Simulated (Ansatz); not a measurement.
Where the default PAW files enter, the runs use the earlier of Ansatz's two default sets.

Here is the system:

```xyz
28
Lattice="3.8075 0.0000 0.0000 -1.9037 3.2974 0.0000 0.0000 0.0000 43.5957" Properties=species:S:1:pos:R:3 pbc="T T T"
Zn     1.9037     1.0991     3.1171
Zn     0.0000     2.1982    24.9150
Zn     0.0000     0.0000    28.0277
Zn     0.0000     0.0000     6.2298
Zn     0.0000     2.1982    34.2532
Zn     1.9037     1.0991    12.4553
Zn     0.0000     0.0000    15.5724
Zn     0.0000     0.0000    37.3703
Zn     1.9037     1.0991    40.4830
Zn     0.0000     2.1982    18.6851
Zn     0.0000     2.1982     9.3426
Zn     1.9037     1.0991    31.1404
Zn     0.0000     2.1982     0.0000
Zn     1.9037     1.0991    21.7979
S      0.0000     2.1982    21.0131
S      1.9037     1.0991    42.8110
S      0.0000     2.1982     2.3367
S      1.9037     1.0991    24.1346
S      1.9037     1.0991    14.7920
S      0.0000     2.1982    36.5899
S      0.0000     0.0000    17.9048
S      0.0000     0.0000    39.7026
S      1.9037     1.0991    33.4728
S      0.0000     2.1982    11.6749
S      0.0000     0.0000     8.5622
S      0.0000     0.0000    30.3601
S      1.9037     1.0991     5.4495
S      0.0000     2.1982    27.2473
```

Space group of this cell: P6_3mc. The cell is taken as given.

The numbers are results of r2SCAN (plane waves, PAW; Ansatz, an electronic-structure program), not measurements.

The current runs along the normal of the first two printed vectors; no spin-orbit coupling. Scaled by the factor s: all lengths (ions clamped). Meshes 12×12×1 and 12×12 across the current in all rows.

| s | mean pressure (GPa) | slowest mid-gap decay constant κ (1/Å) |
|---|---|---|
| 0.98 | 5.6 | 0.184 |
| 1.00 | 0.1 | 0.173 |
| 1.02 | -4.0 | ? |

Task: Take the slope of the slowest mid-gap decay constant κ against ln s from the two given rows, extrapolate to s = 1.02, and say what the run there gives.

Result: Slope = (0.184 − 0.173) / ln 0.98 = -0.544 1/Å. The line gives 0.173 + (-0.544) × ln 1.02 = 0.162 1/Å. The run gives 0.162 1/Å, as the line does.
